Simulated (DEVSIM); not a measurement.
Structure: Ti/AlN/p-GaSb capacitor, at 400 K.

Layer 1 from the left is AlN, thickness (nm) 2.00. Layer 2 from the left is GaSb, thickness (nm) 5700, Na (cm⁻³) 2.2e16.

Metal gate on the left, work function 4.33 eV. Fixed charge at the semiconductor interface 0 cm⁻² (in units of +e); no interface traps.

The device is made up for the run: typed textbook-type constants, with dimensions and the other settings drawn at random. Values at 300 K; Nc and Nv go as T^1.5, mobilities as T to minus their exponent, the gap by Varshni's rule with the affinity fixed.

AlN: gap (eV) 6.1, affinity (eV) 1.9, permittivity 8.5. GaSb: gap (eV) 0.726, affinity (eV) 4.06, permittivity 15.7, Nc (cm⁻³) 2.1e17, Nv (cm⁻³) 1.8e19, Varshni α (eV/K) 0.00042, Varshni β (K) 140.

**Question.** Estimate by hand the flat-band voltage, the threshold voltage, and compare with a numerical solution.

**Answer.** 
- Flat-band voltage: C = 3.76 μF/cm², work-function difference -0.171 V; VFB = φms − qNf/C = -0.17 V; numerical -0.17 V.
- Threshold voltage: φF = 0.174 V, depletion charge √(4εqNφF) = 5.85e-8 C/cm²; VT = VFB + 2φF + Qd/C = 0.19 V; numerical 0.19 V.

Model (solved in DEVSIM): 1D Poisson equation in equilibrium, Boltzmann statistics, complete ionisation; no quantum confinement or tunnelling. Metal contacts follow the ideal Schottky-Mott rule: no Fermi-level pinning, no interface dipoles.
